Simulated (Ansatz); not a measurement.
NH3 on the 1x1 (0001) surface of hcp Ti, one in a 2x2 cell: adsorption energies (eV for each) against NH3(g) in Ansatz (plane waves, PAW). Structures relaxed with PBE; the other functionals are single points on them, with slab and gas at the same level. No dispersion, zero-point or thermal terms. Rows are starts at which the adsorbate stayed.

Slab: 20 atoms, 6.8 Å thick at the start under the adsorbate (thin: gaps and levels are the slab's own); k 6x6x1, smearing 0.1 eV, dipole-corrected; 8 atoms held, the rest relaxed; each run with such symmetry as its start has; no spin, no spin-orbit, no U, no dispersion correction.

```tsv
site	PBE	RPBE	r2SCAN
top Ti	-0.86	-0.68	-1.01
hollow Ti-Ti-Ti	-0.74	-0.46	-0.99
hollow Ti-Ti-Ti over Ti at depth 2.2 Å	-0.68	-0.42	-0.87
bridge Ti-Ti (span 2.9 Å)	-0.73	-0.46	-0.96
```

RPBE moves the energies by 0.25 eV on average against PBE and puts 'top Ti' lowest, as PBE does. r2SCAN moves the energies by -0.21 eV on average against PBE and puts 'top Ti' lowest, as PBE does.

Ansatz is a first-principles code.
